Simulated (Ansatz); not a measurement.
The parent structure is Zr in the hcp (Mg type) structure (space group P6_3/mmc, No. 194; a = 3.2304 Å, c = 5.1788 Å; relaxed with 0.1 eV smearing). Axes: x lies along a and z along c of the hexagonal cell.

All numbers come from PBE/PAW in Ansatz (a quantum-chemistry and plane-wave program), spin-orbit coupling left out.

For the base:

```
Quantity                            Value
-----------------------------  ----------
Band gap                             zero
Shortest interatomic distance  6.030 bohr
Pressure                          0.0 GPa
```

The change: biaxial strain −1.00 %, plane normal [001], relaxed out of plane (Cartesian); in-plane vectors clamped, the third vector and the atoms free.

Question: What happens to the band gap, out-of-plane strain, shortest interatomic distance and pressure?

Answer: The band gap remains zero; the out-of-plane strain is +0.84 %; the shortest interatomic distance grows by 0.013 bohr, from 6.030 bohr to 6.043 bohr; the pressure (mean of the normal stresses, compression positive) goes from zero to 1.0 GPa.

No phonon test of stability was made. The final runs are not spin-polarised.
